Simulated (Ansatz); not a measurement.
Start from Ba3As2 (space group P-3m1, No. 164; a = 5.5898 Å, c = 7.1112 Å; a hypothetical phase, not in the database extracts checked). Axes: x lies along a and z along c of the hexagonal cell.

(Cell as relaxed with PBE.)

Levels (all Ansatz, a quantum-chemistry and plane-wave program, PAW): PBE (420 eV, spin-orbit coupling left out); r2SCAN (500 eV, no SOC).

Each level relaxes its own structure.

```
base                         PBE       r2SCAN
-------------------  -----------  -----------
volume per atom         38.49 Å³     38.20 Å³
lattice parameter a  10.563 bohr  10.550 bohr
band gap                 0.40 eV      0.59 eV
```

The change: uniaxial strain ε_zz = +4.57 %, all other strain components held at zero, atoms relaxed at fixed cell.

```csv
quantity,PBE,r2SCAN
band gap,0.66 eV,?
hole mass,"0.16 mₑ along z, 1.6 mₑ across (at Γ)",?
```

Problem. Given the PBE results, estimate those of r2SCAN.

Solution. 
- band gap, r2SCAN: 0.86 eV
- hole mass, r2SCAN: 0.21 mₑ along z, 1.8 mₑ across (at Γ)

PBE's band gap lies 0.20 eV below r2SCAN's. Neither level is exact; r2SCAN is the comparison here, not a measurement.

Effective masses come from finite differences of ±0.01 Å⁻¹. Whether these cells are dynamically stable was not tested.
